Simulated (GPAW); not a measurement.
# Several settings converged on a (001) slab of Se (cut from a parent of space group no. 152; 3 atoms in the cell)

```
CELL_PARAMETERS angstrom
      4.38311     0.00000     0.00000
     -2.19156     3.79589     0.00000
      0.00000     0.00000    17.30991
ATOMIC_POSITIONS crystal
  Se 0.00000 0.22500 0.50000
  Se 0.77500 0.77500 0.59561
  Se 0.22500 0.00000 0.40439
```

Base method: LDA (Perdew-Wang 92), GPAW PAW datasets LDA (gpaw-data 1.0.1) (plane waves; GPAW).

Base settings: mode = pw; ecut = 550 eV; xc = LDA; kpts = 3 3 1; mesh shift (steps) = 0 0 0; occupations.name = fermi-dirac; occupations.width = 0.01 eV; nbands = -11; convergence.forces = 0.001 eV/Å; symmetry.symmorphic = false.

The count of work is k-points × plane waves × bands × iterations; it is no time. Core times come from one kind of shared machine, to one figure; runs under 30 s give none.

**The vacuum**

Moved along: nbands, convergence.bands.

The mesh stays at the base's, so the ladder's end is converged at best in this setting alone.

Only quantities that move along the ladder and can be compared are tabulated.

```csv
vacuum between outermost atoms (Å),free energy less the last step's (meV/atom),largest difference of a force vector from the last step's (eV/Å),count of work / last
3.0,-237.64,0.980,0.19
4.0,-42.54,0.223,0.18
5.0,-5.10,0.059,0.20
6.0,0.06,0.016,0.23
7.0,0.24,0.008,0.32
8.0,0.06,0.009,0.33
10.0,-0.07,0.011,0.38
12.0,-0.11,0.011,0.42
14.0,-0.08,0.008,0.53
17.0,-0.03,0.010,0.61
20.0,-0.08,0.008,0.64
25.0,-0.04,0.009,0.82
30.0,0.00,0.000,1.0
```

Smallest vacuum between outermost atoms (Å) that holds the forces within 0.02 eV/Å of the last step, with all finer ones: 6.0, at 0.23 of the last step's count of work; the step before is off by 0.059 eV/Å.

Smallest vacuum between outermost atoms (Å) that holds the free energy within 0.5 meV/atom of the last step, with all finer ones: 6.0, at 0.23 of the last step's count of work; the step before is off by 5.1 meV/atom.

**The k-point mesh**

Moved along: nbands, convergence.bands.

Only quantities that move along the ladder and can be compared are tabulated.

```tsv
kpts	free energy less the last step's (meV/atom)	largest difference of a force vector from the last step's (eV/Å)	count of work / last	core time / last (rough)
2 2 1	-0.71	0.406	0.041	–
3 3 1	-16.34	0.064	0.056	–
4 4 1	-2.26	0.030	0.092	0.1
5 5 1	0.54	0.032	0.14	0.1
6 6 1	0.67	0.020	0.17	0.2
8 8 1	0.01	0.003	0.31	0.3
9 9 1	-0.18	0.006	0.41	0.4
10 10 1	-0.16	0.009	0.48	0.5
12 12 1	-0.05	0.003	0.54	0.4
14 14 1	0.02	0.002	0.72	0.7
16 16 1	0.00	0.000	1.0	1
```

Coarsest kpts that holds the free energy within 1 meV/atom of the last step, with all finer ones: 5 5 1, at 0.14 of the last step's count of work and about 0.1 of the last step's time; the step before is off by 2.3 meV/atom.

Coarsest kpts that holds the forces within 0.01 eV/Å of the last step, with all finer ones: 8 8 1, at 0.31 of the last step's count of work and about 0.3 of the last step's time; the step before is off by 0.020 eV/Å.

**The plane-wave cutoff**

Moved along: nbands, convergence.bands.

The mesh stays at the base's, so the ladder's end is converged at best in this setting alone.

Only quantities that move along the ladder and can be compared are tabulated.

```tsv
ecut	free energy less the last step's (meV/atom)	largest difference of a force vector from the last step's (eV/Å)	count of work / last
275 eV	28.96	0.012	0.16
330 eV	20.40	0.002	0.21
385 eV	13.88	0.002	0.22
470 eV	4.72	0.008	0.30
550 eV	1.54	0.004	0.38
660 eV	0.73	0.003	0.46
825 eV	0.36	0.001	0.65
1100 eV	0.00	0.000	1.0
```

Coarsest ecut that holds the forces within 0.01 eV/Å of the last step, with all finer ones: 330 eV, at 0.21 of the last step's count of work; the step before is off by 0.012 eV/Å.

Coarsest ecut that holds the free energy within 2 meV/atom of the last step, with all finer ones: 550 eV, at 0.38 of the last step's count of work; the step before is off by 4.7 meV/atom.

On the base run: the starting cell has typed, rounded lattice constants, without a prior relaxation at this level. The slab is cut from that crystal, and its faces are unrelaxed. Its lattice was rescaled by up to half a per cent. Spin polarisation is off, though cut faces can carry moments. In the base run, forces exceed 1 eV/Å.

Left out of this page: 1 run of the series outside the window shown, repeating another row's setting, or not comparable.
